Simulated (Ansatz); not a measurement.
Consider KBr in the rock salt structure (space group Fm-3m, No. 225; a = 6.5491 Å). Axes: x, y, z lie along the cube axes.

It is then changed as follows: biaxial strain −1.67 %, plane normal [111], relaxed out of plane (Cartesian); in-plane vectors clamped, the third vector and the atoms free.

Method: Ansatz (a first-principles code), PBEsol, PAW, cutoff 420 eV, no spin-orbit coupling.

**Question.** Give the band edges at the high-symmetry points of the new zone, measured from its valence-band maximum.

**Answer.** 
| point | valence edge (eV) | conduction edge (eV) |
|---|---|---|
| Γ | 0.00 | 4.34 |
| T | -0.34 | 6.50 |
| H₂ | -0.62 | 7.27 |
| H₀ | -0.62 | 7.27 |
| L | -0.39 | 6.48 |
| S₀ | -0.43 | 6.49 |
| S₂ | -0.43 | 6.49 |
| F | -0.30 | 5.67 |

The gap is 4.34 eV, direct at Γ.

Whether these cells are dynamically stable was not tested. Labels are those of the standard path for the cell's own space group.
